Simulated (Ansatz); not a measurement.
Worked example: relaxation of cell and atoms of BaTiO₃ (Amm2, 5 atoms in the cell) in Ansatz (an electronic-structure program).

Computed with LDA (PW92), default PAW files made with PBE (plane waves; Ansatz).

The change in words: atoms on their sites; relax: default → cell and atoms. Reference geometry:
```yaml
crystal:
  lattice:
    - [4.00325, 0.00000, 0.00000]
    - [0.00000, 2.87691, 2.88972]
    - [0.00000, -2.87691, 2.88972]
  atoms:
    - { symbol: Ba, position: [0.00000, 0.01206, 0.01206] }
    - { symbol: Ti, position: [0.50000, 0.51850, 0.51850] }
    - { symbol: O, position: [0.50000, 0.97843, 0.49135] }
    - { symbol: O, position: [0.50000, 0.49135, 0.97843] }
    - { symbol: O, position: [0.00000, 0.48820, 0.48820] }
```

Reference input (self-consistent single point, DFT, LDA (PW92), plane waves, default PAW files made with PBE): basis.ecutwfc = 30.9 Ry; kpoints.mp_grid.grid = 6 6 6; hamiltonian.xc = lda; hamiltonian.pseudopotentials = {kind: paw} (the program's default PAW files); scf.occupations.method = fixed. This run's input differs from it in these lines:

```diff
@@ -7,3 +7,3 @@
   atoms:
-    - { symbol: Ba, position: [0.000000, 0.012061, 0.012061] }
+    - { symbol: Ba, position: [0.000000, 0.003410, 0.003410] }
     - { symbol: Ti, position: [0.500000, 0.518500, 0.518500] }
@@ -21,2 +21,4 @@
   occupations: { method: fixed }
+relax:
+  cell: {}
 output:
```

The program printed (abridged):

```
   [... SCF lines of the steps left out ...]
relax step   1: F+E_penalty+E_count = -9904.31946788 eV  Δ(F+E_penalty+E_count) = +0.000e0 eV  max|allowed force component| = 4.251e-1 eV/Å  Δτ_max = 0.0000 Å  P = -11.433 GPa  Ω = 66.562 Å³  (9 SCF iters, dr2 threshold 1.00e-7 eV, accepted)
relax step   2: F+E_penalty+E_count = -9904.50338820 eV  Δ(F+E_penalty+E_count) = -1.839e-1 eV  max|allowed force component| = 3.604e-1 eV/Å  Δτ_max = 0.0310 Å  P = +2.971 GPa  Ω = 60.876 Å³  energy of the carried Pulay correction = +2.657e-2 eV  (7 [...]
   [... lines left out ...]
relax step  11: F+E_penalty+E_count = -9904.50529892 eV  Δ(F+E_penalty+E_count) = +3.783e-4 eV  max|allowed force component| = 9.606e-4 eV/Å  Δτ_max = 0.0011 Å  P = +0.002 GPa  Ω = 61.367 Å³  energy of the carried Pulay correction = +9.194e-4 eV  (4 [...]
relax step  12: F+E_penalty+E_count = -9904.50441321 eV  Δ(F+E_penalty+E_count) = +8.857e-4 eV  max|allowed force component| = 8.664e-4 eV/Å  Δτ_max = 0.0000 Å  P = -0.013 GPa  Ω = 61.367 Å³  stress off target by 1.90e-2 GPa  SCF on the basis [...]
basis re-selected at this cell: Δ(F+E_penalty+E_count) = +8.857e-4 eV, ΔP = -0.015 GPa vs the last step
the relaxation is at rest under the 4 symmetry operations that the run kept from its start: a minimum is not shown …
Free energy (F): -9904.504413 eV
Internal energy: -9904.504413 eV  (E = F + TS)
E sigma→0 (E₀):  -9904.504413 eV
Fermi energy:    10.553783 eV
--- Forces (eV/Å), atoms counted from 1 ---
  atom   1  Ba     0.00000000    -0.00000000     0.00083822
  atom   2  Ti    -0.00000000    -0.00000000     0.00083257
   [... lines left out ...]
  cell:  # Å, volume = 61.3670 Å³
   [... lines left out ...]
  atoms:
    - { symbol: Ba, position: [1.359414877867924e-19, 0.0017137148392767614, 0.0017137148392767614] }
    - { symbol: Ti, position: [0.5, 0.5119588800072222, 0.5119588800072222] }
    - { symbol: O, position: [0.5, 0.985327103814204, 0.4910347189185093] }
    - { symbol: O, position: [0.5, 0.4910347189185093, 0.985327103814204] }
    - { symbol: O, position: [-1.3267954153389265e-19, 0.48985558242078736, 0.48985558242078736] }
```

The run converged. 

Summary of the result:
Free energy E − TS (on the zero of these files): -9904.5044 eV
Top of the valence band (on the code's own zero): 10.55 eV
Gap on the k-point mesh: 2.03 eV
Pressure: -0.01 GPa
Final cell: a = 3.9233 Å, b = c = 3.9549 Å, α = 89.90°, β = γ = 90.00°
Final volume per atom: 12.27 Å³
Relaxation steps: 12

The starting cell comes from a database of computed structures (which also holds hypothetical and non-ambient phases and stackings), without a prior relaxation at this level. Its lattice was rescaled by up to half a per cent. The relaxation keeps the symmetry of its start, so its end need not be a minimum. Ansatz's pressure includes its estimate of the finite-basis (Pulay) stress. Without the estimate this run gives -0.78 GPa.

Cost on one core of a shared machine: roughly 2 min.

Keys are those of Ansatz 0.2.
